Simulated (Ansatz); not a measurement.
A self-consistent single point of TiZn (P4mm, 2 atoms in the cell) with Ansatz (a program for electronic structure)

Method: PBEsol, default PAW files made with PBE (plane waves; Ansatz).

This input was run:

Ansatz 0.2 input:
```yaml
# TiZn
crystal:
  lattice:
    - [3.133121, 0.000000, 0.000000]
    - [0.000000, 3.133121, 0.000000]
    - [0.000000, 0.000000, 3.133121]
  atoms:
    - { symbol: Ti, position: [0.500000, 0.500000, 0.515959] }
    - { symbol: Zn, position: [0.000000, 0.000000, 0.000000] }
basis:
  ecutwfc: 420.0
kpoints:
  mp_grid: { grid: [11, 11, 11] }
hamiltonian:
  xc: pbesol
  pseudopotentials: { kind: paw }
scf:
  occupations: { method: gaussian, width: 0.1 }
output:
  forces: true
  eigenvalues: true
  stress: true
```

Output (repeated stretches shortened):

```
WARN ansatz: RAYON_NUM_THREADS=1 ignored (pool sized by the plan → 1); use --threads N
Pseudopotentials: kind: paw
Pseudopotential: Ti, paw, valence charge 12
Pseudopotential: Zn, paw, valence charge 12
Crystal: 2 atoms, lattice volume = 30.756 Å³
Basis set: ecut = 420 eV, 619 PW (Γ), exchange–correlation on 48×48×48 points (8 copies of the dense FFT grid, shifted against one another)
Bands: 16, of which v1, the nominal top of the filled ones, is band 12 counted from 1 (11 counted from 0)
Symmetry: 8 space group operations
Space group: P4mm (ITA 99), of the structure as read, at distance tolerance 3.1e-5 Å
k-points: 126 of 1331 (time reversal used)
PAW frozen core: Ti, regenerated for the run's functional, and the local potential with it
PAW frozen core: Zn, regenerated for the run's functional, and the local potential with it
Initial density: superposition of atomic densities (neutral atoms: chi_scale 0, normalization atom), corrected by the library's trained network
Initial wavefunctions: pseudopotential atomic-orbital guess
Eigensolver: davidson
Functional: x = pbesol(κ = 0.804, μ = 0.12345679012345678), c = pbesol(β = 0.046)
SCF iter   1: F=—  HF=-5755.220502 eV  |F-HF|=—  |Δ(HF+E_count)|=         —  Δρ=7.15e-3  dr2=1.50e-2  ethr=1.77e-3  ⟨swp⟩=5.1  Hψ=9466  notcnv=0
all-band conjugate gradients solve this SCF's bands
preconditioner: auto → none
SCF iter   2: F=—  HF=-5755.216364 eV  |F-HF|=—  |Δ(HF+E_count)|=   4.14e-3  Δρ=1.94e-3  dr2=6.76e-4  ethr=6.27e-5  ⟨swp⟩=2.2  Hψ=3859  notcnv=0
SCF iter   3: F=—  HF=-5755.216319 eV  |F-HF|=—  |Δ(HF+E_count)|=   4.49e-5  Δρ=6.03e-4  dr2=3.84e-5  ethr=2.82e-6  ⟨swp⟩=3.0  Hψ=3531  notcnv=0
SCF iter   4: F=—  HF=-5755.216330 eV  |F-HF|=—  |Δ(HF+E_count)|=   1.11e-5  Δρ=2.84e-4  dr2=1.31e-5  ethr=1.60e-7  ⟨swp⟩=2.0  Hψ=2991  notcnv=0
iter 5 did not close the SCF: its close was put off for the readings that it lacked (scf_convergence_deferred on its scf_iter line)
SCF iter   5: F=-5755.216326 eV  HF=-5755.216326 eV  |F-HF|=1.24e-8  |Δ(HF+E_count)|=   3.99e-6  Δρ=2.46e-5  dr2=8.85e-8  ethr=5.44e-8  ⟨swp⟩=2.0  Hψ=2752  notcnv=0
SCF iter   6: F=-5755.216326 eV  HF=-5755.216326 eV  |F-HF|=1.11e-8  |Δ(HF+E_count)|=   3.67e-9  Δρ=5.83e-6  dr2=1.36e-8  ethr=3.69e-10  ⟨swp⟩=2.6  Hψ=7112  notcnv=0
SCF 1 converged in 6 iterations: F = -5755.216326 eV  dr2 = 1.36e-8
SCF converged after 6 iterations
Free energy (F): -5755.216326 eV
Harris-Foulkes:  -5755.216326 eV  (|F-HF|=1.11e-8)
Internal energy: -5755.213992 eV  (E = F + TS)
E sigma→0 (E₀):  -5755.215159 eV
Entropy (-TS):   -0.002334 eV (-1.167 meV/atom)
Fermi energy:    12.780905 eV
--- Per-component energies (eV) ---
  E_band       = -90.450917
  E_kinetic    = 403.636525
  E_local      = -2276.830291  (includes V_loc(G=0)·N_el)
  E_nonlocal   = 617.965205
  E_hartree    = 948.182633
  E_xc         = -234.207269
  E_vxc        = -176.300909  (∫ρ·V_xc dr)
  E_paw        = -2806.747941  (= ΣΔE_a)
  E_vpaw       = -555.284385  (= ΣTr[D̂ρ^β])
  E_aug_tail   = -0.000192  (compensation charges beyond the density's cutoff)
  E_ewald      = -2408.149400
  E_core_change = 0.936739  (= ΣΔE_core)
  E_smearing   = -0.002334  (= −TS)
  E_closure    = -0.000000  (closes the sum)
  Σ components = -5755.216326   (vs F -5755.216326, Δ=0.00e0)
--- Forces (eV/Å), atoms counted from 1 ---
  atom   1  Ti     0.00000000     0.00000000    -0.24621068
  atom   2  Zn    -0.00000000     0.00000000     0.24621712
  max |Σ_I F_I| component: 6.44e-6 eV/Å
--- Stress (GPa, compression-positive) ---
       -3.711524       0.000000      -0.000000
        0.000000      -3.711524       0.000000
       -0.000000       0.000000      -3.787324
  P = ⅓ Tr σ = -3.7368 GPa (-37.368 kbar)
  The stress holds the Pulay correction. Without it, at fixed plane waves, as pw.x and ABINIT print it: P = -3.7874 GPa
--- Band table (eV; the first three rows and the last of 126) ---
  k-point 0: bands = ["-43.9412", "-20.2127", "-20.2122", "-20.2122", "4.2802", "5.4349", "5.4368", "5.9063", "5.9079", "5.9079", "12.2306", "12.2375", "14.9466", "14.9466", "14.9485", "19.0835"]
  k-point 1: bands = ["-43.9398", "-20.2281", "-20.2110", "-20.2110", "4.4204", "5.4475", "5.4660", "5.9000", "5.9000", "5.9103", "12.2143", "12.2469", "14.7545", "14.7545", "14.9468", "18.3888"]
  k-point 2: bands = ["-43.9360", "-20.2694", "-20.2076", "-20.2076", "4.8223", "5.4813", "5.5588", "5.8789", "5.8789", "5.9209", "12.0579", "12.2727", "14.3271", "14.3271", "14.9423", "17.1241"]
  k-point 125: bands = ["-43.8909", "-20.3530", "-20.3526", "-20.3525", "5.5839", "5.5956", "5.5960", "6.1545", "6.1545", "10.2846", "10.5684", "10.5708", "15.0850", "15.5330", "15.5332", "17.5805"]
```

The run converged in 6 iterations.

The starting cell comes from a database of computed structures (which also holds hypothetical and non-ambient phases and stackings), without a prior relaxation at this level. Its lattice was rescaled by up to half a per cent. One atom was moved a little off its site on purpose. Spin polarisation is off. With a pressure of about -4 GPa the cell is away from its equilibrium volume at this level. Ansatz's pressure includes its estimate of the finite-basis (Pulay) stress.
